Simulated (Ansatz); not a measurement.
Start from CsPbCl3 in the cubic perovskite structure (space group Pm-3m, No. 221; a = 5.619 Å).

Computed with Ansatz (a quantum-chemistry and plane-wave program), PBEsol, PAW, cutoff 420 eV, without spin-orbit coupling.

Base values:

```
Property                            Value
-------------  --------------------------
Electron mass  0.10, 0.83, 0.83 mₑ (at R)
Gap character                 direct at R
```

Now apply this change: the cell is scaled by 0.9700 in all directions; the atoms relax in the strained cell.

**Question.** Predict the new electron mass.

**Answer.** The electron mass (degenerate bands, along [100]) becomes 0.086, 0.73, 0.73 mₑ (at R) (base: 0.10, 0.83, 0.83 mₑ (at R)).

**Question.** Predict the new mean gap deformation potential ΔEg/Δln V.

**Answer.** The mean gap deformation potential ΔEg/Δln V comes out as +5.0 eV.

**Question.** Estimate the effect on the gap character.

**Answer.** The gap character remains direct at R.

With Pb present, leaving out spin-orbit coupling can change the band edges. Masses are band curvatures over ±0.01 Å⁻¹ around the edge. No phonon test of stability was made. Many cubic perovskites are stable only at high temperature; tilts and polar distortions were not tested. This is not the structure that CsPbCl3 has at room temperature and ambient pressure.
